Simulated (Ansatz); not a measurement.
HfN, response to strain

Consider HfN in the rock salt structure (space group Fm-3m, No. 225; a = 4.5261 Å; relaxed with 0.1 eV smearing). Axes: x, y, z lie along the cube axes.

Strains are applied to the cell and any free atomic positions relax; under biaxial strain the out-of-plane vector relaxes too; under stress the whole cell relaxes.

Calculations: plane-wave PAW DFT at the r2SCAN level (Ansatz, a first-principles code, 500 eV), no spin-orbit coupling, earlier PAW set.

Candidates:
(a) isotropic strain −3.93 %
(b) uniaxial stress, 0.5 GPa tension along x
(c) tensor shear ε_xz = −0.87 %
(d) biaxial strain −0.75 %, plane normal [001], relaxed out of plane

Notes on the quantities. energy relative to the base: free energy F.

Task: Order them by energy relative to the base, lowest first.

Result: (b) uniaxial stress, 0.5 GPa tension along x (0.0 meV/atom), (c) tensor shear ε_xz = −0.87 % (+1.4 meV/atom), (d) biaxial strain −0.75 %, plane normal [001], relaxed out of plane (+2.8 meV/atom), (a) isotropic strain −3.93 % (+161 meV/atom)

Stability under load was not tested beyond the relaxation. All final runs are without spin polarisation. An odd electron count without spin: HfN.
